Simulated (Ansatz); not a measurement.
## SiO2, response to strain

Consider SiO$_{2}$ in the rutile structure (space group P4_2/mnm, No. 136; a = 4.185 Å, c = 2.668 Å).

Strains are applied to the cell and any free atomic positions relax.

All numbers come from DFT with r2SCAN, PAW potentials and a 500 eV plane-wave cutoff in Ansatz (a first-principles code), no SOC, earlier PAW set.

```csv
isotropic strain (%),band gap (eV)
-0.91,7.01
-0.62,?
0,6.53
0.92,6.06
1.9,5.59
```

Fit E_g = E₀ + Dε (ε in %) to the rows shown and predict the withheld row.

Least squares on the printed values gives E₀ = 6.54 eV, D = -506 meV per % of strain (largest residual 0.01 eV); this predicts 6.85 eV, and the run gives 6.85 eV, in agreement.

Whether these cells are dynamically stable was not tested.
